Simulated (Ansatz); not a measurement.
# Fermi-surface data of PtAl$_{2}$ (Fm-3m)

Here is the system:

```xyz
3
Lattice="0.0000 2.9483 2.9483 2.9483 0.0000 2.9483 2.9483 2.9483 0.0000" Properties=species:S:1:pos:R:3 pbc="T T T"
Al     1.4742     1.4742     1.4742
Al     4.4225     4.4225     4.4225
Pt     0.0000     0.0000     0.0000
```

Method: PBEsol, rigid bands (plane waves, PAW, scalar-relativistic; Ansatz, a first-principles code). Cell: cell and atoms relaxed with PBEsol.

```yaml
density of states at the Fermi level: 1.18 states/(eV·cell), both spins
bare Sommerfeld coefficient: 0.93 mJ/(mol of atoms·K²)
drude_plasma_energy: 8.0 eV
root-mean-square Fermi velocity: 1.0e6 m/s
resistivity times τ: 7.6 ×10⁻²² Ω·m·s
```

A metal at this level (no band gap); rigid bands, thermally averaged at 300 K, both spins. Spin-orbit coupling is left out, which matters with elements this heavy. τ is one relaxation time for all states.
